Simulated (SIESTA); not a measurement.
SIESTA run on BaC2 (P1, 3 atoms in the cell): relaxation of cell and atoms.

Method: LDA PW92, numerical atomic orbitals DZP, PseudoDojo LDA standard norm-conserving potentials (rewritten from UPF to PSML) run with SIESTA 5.4.2.

```yaml
crystal:
  lattice:
    - [-2.20352, 2.20352, 3.63449]
    - [2.20352, -2.20352, 3.63449]
    - [2.20352, 2.20352, -3.63449]
  atoms:
    - { symbol: Ba, position: [0.99471, 0.00604, 0.98935] }
    - { symbol: C, position: [0.57533, 0.57106, 0.98132] }
    - { symbol: C, position: [0.42996, 0.42290, 0.02932] }
```

Reference input (self-consistent single point, DFT, LDA PW92, numerical atomic orbitals DZP, PseudoDojo LDA standard norm-conserving potentials (rewritten from UPF to PSML)): XC.functional = LDA; XC.authors = PW92; potentials = PseudoDojo LDA standard; PAO.BasisSize = DZP; PAO.EnergyShift = 0.01 Ry; MeshCutoff = 300 Ry; kgrid.MonkhorstPack = 6 6 7; OccupationFunction = FD; ElectronicTemperature = 10 K; MaxSCFIterations = 150; SCF.Mixer.Method = Broyden; SCF.Mixer.Weight = 0.1. This run's input differs from it in these lines:

```diff
@@ -42,2 +42,7 @@
 Diag.ParallelOverK           true
+MD.TypeOfRun                 CG
+MD.Steps                     40
+MD.MaxForceTol               0.02 eV/Ang
+MD.VariableCell              true
+MD.MaxStressTol              0.05 GPa
 WriteForces                  true
```

Output (repeated stretches shortened):

```
        iscf     Eharris(eV)        E_KS(eV)     FreeEng(eV)     dDmax    Ef(eV) dHmax(eV)
   scf:    1    -1083.406743    -1086.859032    -1086.859032  1.575574 -6.657629  7.961155
   scf:    2    -1088.593107    -1087.753508    -1087.753508  0.062172 -6.966453  6.300152
   scf:    3    -1089.800092    -1089.294331    -1089.294331  0.331612 -4.543705  0.581953
   scf:    4    -1089.314804    -1089.307922    -1089.307922  0.031803 -4.506908  0.422395
   scf:    5    -1089.301858    -1089.307184    -1089.307184  0.029644 -4.846123  0.395303
   [... 4 lines left out ...]
   scf:   10    -1089.314718    -1089.314717    -1089.314717  0.000067 -4.822668  0.000838
   scf:   11    -1089.314718    -1089.314718    -1089.314718  0.000014 -4.822497  0.000623
   scf:   12    -1089.314718    -1089.314718    -1089.314718  0.000010 -4.822379  0.000481
   scf:   13    -1089.314718    -1089.314718    -1089.314718  0.000008 -4.822292  0.000384
SCF Convergence by DM+H criterion
max |DM_out - DM_in|         :     0.0000083966
max |H_out - H_in|      (eV) :     0.0003835507
SCF cycle converged after 13 iterations

Using DM_out to compute the final energy and forces

siesta: E_KS(eV) =            -1089.3147

siesta: E_KS - E_eggbox =     -1089.3147

siesta: Atomic forces (eV/Ang):
     1   -0.006902    0.187732   -0.235216
   [... lines left out ...]
siesta: Pressure (static):         -4.73920904  kBar
siesta: Pressure (total):         -4.73920904  kBar
No target stress found, assuming hydrostatic MD.TargetPressure.
Target stress (kBar)
outcell: Cell volume (Ang**3)        :     65.8011
        iscf     Eharris(eV)        E_KS(eV)     FreeEng(eV)     dDmax    Ef(eV) dHmax(eV)
siesta: Pressure (static):         -7.35204579  kBar
siesta: Pressure (total):         -7.35204579  kBar
outcell: Cell volume (Ang**3)        :     65.8011
siesta: FreeEng =     -1089.433459
   [... lines left out ...]
mulliken: Atomic and Orbital Populations:

Species: Ba
Atom  Qatom  Qorb
               5s      6s      6s      5py     5pz     5px     6py     6pz
               6px
   1  9.252   1.979   0.686  -0.139   1.970   1.964   1.970   0.250   0.323
              0.250

Species: C
Atom  Qatom  Qorb
               2s      2s      2py     2pz     2px     2py     2pz     2px
               3Pdxy   3Pdyz   3Pdz2   3Pdxz   3Pdx2-y2
   2  4.374   1.047   0.254   0.828   1.145   0.828   0.041   0.107   0.041
              0.011   0.025   0.021   0.025   0.001
   3  4.374   1.047   0.254   0.827   1.152   0.827   0.041   0.101   0.041
              0.011   0.025   0.021   0.025   0.001

mulliken: Qtot =       18.000

Mulliken Atomic Populations:
Atom #   charge [q] valence [e]  Species
     1     0.747862    9.252138  Ba
     2    -0.374060    4.374060  C
     3    -0.373801    4.373801  C
 Total     0.000000
```

The relaxation ended unconverged. 

The starting cell comes from a database of computed structures (which also holds hypothetical and non-ambient phases and stackings), without a prior relaxation at this level. Its atoms were displaced at random from the sites of space group no. 139. Values carry the incompleteness of an atom-centred basis.

Cost on one core of a shared machine: roughly 10 min.
